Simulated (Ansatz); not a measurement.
**What biaxial strain +1.00 %, plane normal [001], relaxed out of plane does to Ir**

Start from Ir in the fcc (Cu type) structure (space group Fm-3m, No. 225; a = 3.8118 Å; relaxed with 0.1 eV smearing). Axes: x, y, z lie along the cube axes.

Modification: biaxial strain +1.00 %, plane normal [001], relaxed out of plane (Cartesian); in-plane vectors clamped, the third vector and the atoms free.

All numbers come from plane-wave PAW DFT at the LDA level (Ansatz, an electronic-structure program, 420 eV), spin-orbit coupling left out. k-mesh 30×30×30 (Γ-centred); smearing 0.1 eV (Fermi–Dirac).

```json
[
 {"quantity": "volume per atom", "base": "13.85 Å³", "changed": "14.01 Å³", "shift": "+0.16 Å³"},
 {"quantity": "space group", "base": "Fm-3m (No. 225)", "changed": "I4/mmm (No. 139)", "shift": "–"},
 {"quantity": "shortest interatomic distance", "base": "2.695 Å", "changed": "2.698 Å", "shift": "+0.003 Å"},
 {"quantity": "energy relative to the base (free energy F)", "base": "0 meV/atom", "changed": "+6.0 meV/atom", "shift": "+6.0 meV/atom"},
 {"quantity": "pressure (mean of the normal stresses, compression positive)", "base": "0.0 GPa", "changed": "-4.6 GPa", "shift": "-4.6 GPa"},
 {"quantity": "band gap", "base": "zero", "changed": "zero", "shift": "–"},
 {"quantity": "out-of-plane strain", "base": "–", "changed": "-0.80 %", "shift": "–"},
 {"quantity": "ratio −ε⊥/ε∥", "base": "–", "changed": "0.80", "shift": "–"},
 {"quantity": "mean in-plane stress (compression positive)", "base": "–", "changed": "-6.9 GPa", "shift": "–"}
]
```

Stability against distortions was not tested. All final runs are without spin polarisation.
